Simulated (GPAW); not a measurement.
## Worked example: self-consistent single point of MoPRu (P-62m, 9 atoms in the cell) in GPAW

Level of theory: PBEsol, GPAW PAW datasets PBEsol (made by gpaw-setup) (plane waves; GPAW 25.7.0).

Input:

```python
from ase import Atoms
from ase.units import GPa
from gpaw import GPAW, PW

atoms = Atoms(['Mo', 'Mo', 'Mo', 'P', 'P', 'P', 'Ru', 'Ru', 'Ru'],
              cell=[[6.013210, 0.000000, 0.000000],
                    [-3.006605, 5.207593, 0.000000],
                    [0.000000, 0.000000, 3.857440]],
              scaled_positions=[[0.000000, 0.405940, 0.500000],
                                [0.405940, 0.000000, 0.500000],
                                [0.594060, 0.594060, 0.500000],
                                [0.333333, 0.666667, 0.000000],
                                [0.666667, 0.333333, 0.000000],
                                [0.000000, 0.000000, 0.500000],
                                [0.000000, 0.738440, 0.000000],
                                [0.738440, 0.000000, 0.000000],
                                [0.261560, 0.261560, 0.000000]],
              pbc=True)

atoms.set_initial_magnetic_moments([2.0, 2.0, 2.0, 0.0, 0.0, 0.0, 0.0, 0.0, 0.0])

calc = GPAW(spinpol=True,
            mode=PW(600),
            xc='PBEsol',
            kpts={'size': (5, 5, 6), 'gamma': True},
            occupations={'name': 'marzari-vanderbilt', 'width': 0.1},
            nbands=-15,
            convergence={'density': 1e-05, 'energy': 1e-05},
            symmetry={'symmorphic': False, 'tolerance': 0.0005},
            maxiter=100)

atoms.calc = calc

energy = atoms.get_potential_energy()
print('Energy (eV):', round(energy, 6))
forces = atoms.get_forces()
print('Forces (eV/Ang):')
print(forces.round(5))
stress = atoms.get_stress()
print('Stress (GPa, Voigt):', (stress / GPa).round(4))
```

Output, abridged:

```
Input parameters:
  convergence: {density: 1e-05,
                energy: 1e-05}
  kpts: {gamma: True,
         size: (5, 5, 6)}
  maxiter: 100
  mode: {ecut: 600.0,
         name: pw}
  nbands: -15
  occupations: {name: marzari-vanderbilt,
                width: 0.1}
  spinpol: True
  symmetry: {symmorphic: False,
             tolerance: 0.0005}
  xc: PBEsol

species:
  Mo:
    name: Molybdenum
    Z: 42.0
    valence: 14
    core: 28
    charge: 0.0
    file: Mo.PBEsol.gz

    # Using partial waves for Mo as LCAO basis

  P:
    name: Phosphorus
    Z: 15.0
    valence: 5
    core: 10
    charge: 0.0
    file: P.PBEsol.gz

    # Using partial waves for P as LCAO basis

  Ru:
    name: Ruthenium
    Z: 44.0
    valence: 16
    core: 28
    charge: 0.0
    file: Ru.PBEsol.gz

    # Using partial waves for Ru as LCAO basis

Reference energy: -727630.925169  # eV

Spin-polarized calculation.
Initial magnetic moment: 6.000000

Convergence criteria:
 Maximum [total energy] change in last 3 cyles: 1e-05 eV / valence electron
 Maximum integral of absolute [dens]ity change: 1e-05 electrons / valence electron
 Maximum integral of absolute [eigenst]ate change: 4e-08 eV^2 / valence electron
 Maximum number of scf [iter]ations: 100

Symmetries present (total): 12
Symmetries with fractional translations: 0
150 k-points: 5 x 5 x 6 Monkhorst-Pack grid + [0.000000,0.000000,1/12]
20 k-points in the irreducible part of the Brillouin zone
       k-points in crystal coordinates                weights
   0:     0.00000000    0.00000000    0.00000000          1/150
   1:     0.00000000    0.00000000    0.16666667          2/150
   2:     0.00000000    0.00000000    0.33333333          2/150
   3:     0.00000000    0.00000000    0.50000000          1/150
   4:     0.20000000    0.00000000    0.00000000          6/150
   5:     0.20000000    0.00000000    0.16666667         12/150
   6:     0.20000000    0.00000000    0.33333333         12/150
   7:     0.20000000    0.00000000    0.50000000          6/150
   8:     0.40000000   -0.20000000    0.00000000          6/150
   9:     0.40000000   -0.20000000    0.16666667         12/150
          ...
  19:     0.40000000    0.40000000    0.50000000          6/150

Wave functions: Plane wave expansion
  Cutoff energy: 600.000 eV
  Number of coefficients (min, max): 4006, 4054
  Pulay-stress correction: 0.000000 eV/Ang^3 (de/decut=0.000000)

Occupation numbers: Marzari-Vanderbilt:
  width: 0.1000  # eV

Eigensolver

Densities:
  Coarse grid: 35*35*24 grid
  Fine grid: 70*70*48 grid
  Total Charge: 0.000000

Density mixing:
  Method: difference
  Backend: pulay
  Linear mixing parameter: 0.05
  old densities: 5
  Damping of long wavelength oscillations: 50

Hamiltonian:
  XC and Coulomb potentials evaluated on a 70*70*48 grid
  External potential:
    NoExternalPotential

XC parameters: PBEsol with 2 nearest neighbor stencil

Number of atoms: 9
Number of atomic orbitals: 90
Number of bands in calculation: 70
Number of valence electrons: 105
Bands to converge: occupied

Density initialized from atomic densities
  70 bands from LCAO basis set

Atomic positions and initial magnetic moments

Positions:
   0 Mo    -1.220501    2.113970    1.928720    ( 0.0000,  0.0000,  2.0000)
   1 Mo     2.441002    0.000000    1.928720    ( 0.0000,  0.0000,  2.0000)
   2 Mo     1.786104    3.093623    1.928720    ( 0.0000,  0.0000,  2.0000)
   3 P     -0.000003    3.471730    0.000000    ( 0.0000,  0.0000,  0.0000)
   4 P      3.006608    1.735863    0.000000    ( 0.0000,  0.0000,  0.0000)
   5 P      0.000000    0.000000    1.928720    ( 0.0000,  0.0000,  0.0000)
   6 Ru    -2.220197    3.845495    0.000000    ( 0.0000,  0.0000,  0.0000)
   7 Ru     4.440395    0.000000    0.000000    ( 0.0000,  0.0000,  0.0000)
   8 Ru     0.786408    1.362098    0.000000    ( 0.0000,  0.0000,  0.0000)

Unit cell:
           periodic     x           y           z      points  spacing
  1. axis:    yes    6.013210    0.000000    0.000000    35     0.1488
  2. axis:    yes   -3.006605    5.207593    0.000000    35     0.1488
  3. axis:    yes    0.000000    0.000000    3.857440    24     0.1607

  Lengths:   6.013210   6.013210   3.857440
  Angles:   90.000000  90.000000 119.999998

Effective grid spacing dv^(1/3) = 0.1602

     iter     time        total  log10-change:  magmom
                         energy   eigst   dens
iter:   1 --:--:--   -93.251279                   +5.9648
iter:   2 --:--:--   -92.170041   -0.49  -1.30    +2.8920
iter:   3 --:--:--   -90.857476   -1.35  -1.36    +1.0189
iter:   4 --:--:--   -89.961812   -1.56  -1.43    +0.7088
iter:   5 --:--:--   -89.990443   -1.29  -1.60    +0.2572
iter:   6 --:--:--   -89.768090   -1.89  -1.88    +0.0988
iter:   7 --:--:--   -89.766449   -3.08  -2.33    +0.0349
iter:   8 --:--:--   -89.781846   -3.27  -2.43    +0.0008
iter:   9 --:--:--   -89.742573   -2.78  -2.39    -0.0023
iter:  10 --:--:--   -89.742466   -4.10  -2.82    -0.0030
iter:  11 --:--:--   -89.742016c  -3.97  -2.89    -0.0023
iter:  12 --:--:--   -89.741241   -4.38  -3.13    -0.0007
iter:  13 --:--:--   -89.741329c  -4.88  -3.42    -0.0004
iter:  14 --:--:--   -89.741246c  -5.71  -3.44    -0.0000
iter:  15 --:--:--   -89.741257c  -5.69  -3.57    +0.0000
iter:  16 --:--:--   -89.741259c  -6.96  -3.91    +0.0000
iter:  17 --:--:--   -89.741259c  -6.32  -4.02    +0.0000
iter:  18 --:--:--   -89.741255c  -7.25  -4.30    +0.0000
iter:  19 --:--:--   -89.741254c  -7.30  -4.41    +0.0000
iter:  20 --:--:--   -89.741253c  -8.09c -4.50    +0.0000
iter:  21 --:--:--   -89.741253c  -8.18c -4.59    +0.0000
iter:  22 --:--:--   -89.741253c  -7.99c -4.73    +0.0000
iter:  23 --:--:--   -89.741253c  -8.37c -4.84    +0.0000
iter:  24 --:--:--   -89.741253c  -9.19c -5.38c   +0.0000

Converged after 24 iterations.

Dipole moment: (-0.000000, 0.000000, -0.000000) |e|*Ang

Total magnetic moment: (0.000000, 0.000000, 0.000000)
Local magnetic moments:
   0 Mo ( 0.000000,  0.000000,  0.000000)
   1 Mo ( 0.000000,  0.000000,  0.000000)
   2 Mo ( 0.000000,  0.000000,  0.000000)
   3 P  ( 0.000000,  0.000000, -0.000000)
   4 P  ( 0.000000,  0.000000, -0.000000)
   5 P  ( 0.000000,  0.000000, -0.000000)
   6 Ru ( 0.000000,  0.000000,  0.000000)
   7 Ru ( 0.000000,  0.000000,  0.000000)
   8 Ru ( 0.000000,  0.000000,  0.000000)

Energy contributions relative to reference atoms: (reference = -727630.925169)

Kinetic:        -19.071770
Potential:       +2.601177
External:        +0.000000
XC:             -71.432141
Entropy (-ST):   +0.004630
Local:           -1.843148
SIC:             +0.000000
--------------------------
Free energy:    -89.741253
Extrapolated:   -89.741253

Spin contamination: 0.000000 electrons
Showing only first 2 kpts
                      Up                     Down
 Kpt  Band  Eigenvalues  Occupancy  Eigenvalues  Occupancy
  0    50     12.77047    1.00000     12.77047    1.00000
  0    51     13.33175    0.27327     13.33175    0.27327
  0    52     13.82514    0.00000     13.82514    0.00000
  0    53     14.01067    0.00000     14.01067    0.00000

  1    50     12.96670    1.00017     12.96670    1.00017
  1    51     12.96671    1.00017     12.96671    1.00017
  1    52     13.87491    0.00000     13.87491    0.00000
  1    53     14.00640    0.00000     14.00640    0.00000

Fermi level: 13.31145

No gap
No difference between direct/indirect transitions
Energy (eV): -89.741253

Forces in eV/Ang:
  0 Mo   -0.09062    0.15695    0.00000
  1 Mo    0.18123    0.00000    0.00000
  2 Mo   -0.09062   -0.15695    0.00000
  3 P     0.00000    0.00000    0.00000
  4 P     0.00000   -0.00000    0.00000
  5 P     0.00000    0.00000    0.00000
  6 Ru   -0.10533    0.18245    0.00000
  7 Ru    0.21067    0.00000    0.00000
  8 Ru   -0.10533   -0.18245    0.00000

Stress tensor:
     0.007534    -0.000000     0.000000
     0.000000     0.007534     0.000000
     0.000000     0.000000     0.012316
Stress (GPa, Voigt): [ 1.207   1.207   1.9733  0.      0.     -0.    ]
```

The run converged in 24 iterations. GPAW prints stress with tension positive.

The starting cell comes from a database of computed structures (which also holds hypothetical and non-ambient phases and stackings), without a prior relaxation at this level. The starting moments vanished: the run ended non-magnetic.

Cost on one core of a shared machine: roughly 9 min.
